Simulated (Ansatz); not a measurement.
An ideal cubic perovskite cell is held by its symmetry; such compounds can tilt or shift off centre at room temperature. The starting structures come from a database of crystals and need not be the phases stable at ambient conditions.

By PBEsol, the system below comes out a metal.

Data:

```yaml
crystal:
  lattice:
    - [4.06969, 0.00000, 0.00000]
    - [0.00000, 4.06969, 0.00000]
    - [0.00000, 0.00000, 4.06969]
  atoms:
    - { symbol: Sr, position: [0.50000, 0.50000, 0.50000] }
    - { symbol: Nb, position: [0.00000, 0.00000, 0.00000] }
    - { symbol: O, position: [0.00000, 0.50000, 0.00000] }
    - { symbol: O, position: [0.50000, 0.00000, 0.00000] }
    - { symbol: O, position: [0.00000, 0.00000, 0.50000] }
```

Space group of this cell: Pm-3m, cubic perovskite. The cell is taken as given; by PBEsol its mean pressure is -6.6 GPa.

The current flows along the normal of the first two printed cell vectors, the (001) plane of the conventional cell. No spin-orbit coupling; the value is a mean over 0.1 eV about the Fermi level.

Question: Compute, with PBEsol run with Ansatz (an electronic-structure program), the ballistic conductance per area.

Answer: 0.44 × 10¹⁵ S/m² for both spins.
